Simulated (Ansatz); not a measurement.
**VN in the rock salt structure (space group Fm-3m, No. 225)**

```yaml
crystal:
  lattice:
    - [0.00000, 2.05846, 2.05846]
    - [2.05846, 0.00000, 2.05846]
    - [2.05846, 2.05846, 0.00000]
  atoms:
    - { symbol: N, position: [0.00000, 0.00000, 0.00000] }
    - { symbol: V, position: [0.50000, 0.50000, 0.50000] }
```

All numbers come from Kohn–Sham DFT with the PBE functional, run in Ansatz (an electronic-structure program) with PAW and 420 eV plane waves, spin-orbit coupling left out, earlier PAW set. k-mesh 19×19×19 (Γ-centred); smearing 0.05 eV (Fermi–Dirac).

| Item | Value |
|---|---|
| Volume per atom | 8.72 Å³ |
| Density | 6.18 g/cm³ |
| Band gap | zero |
| Total energy | -1649.178 eV/atom (σ→0; compares only within this code and set-up) |

Whether these cells are dynamically stable was not tested. Seeded moments were not kept for the base. All final runs are without spin polarisation.
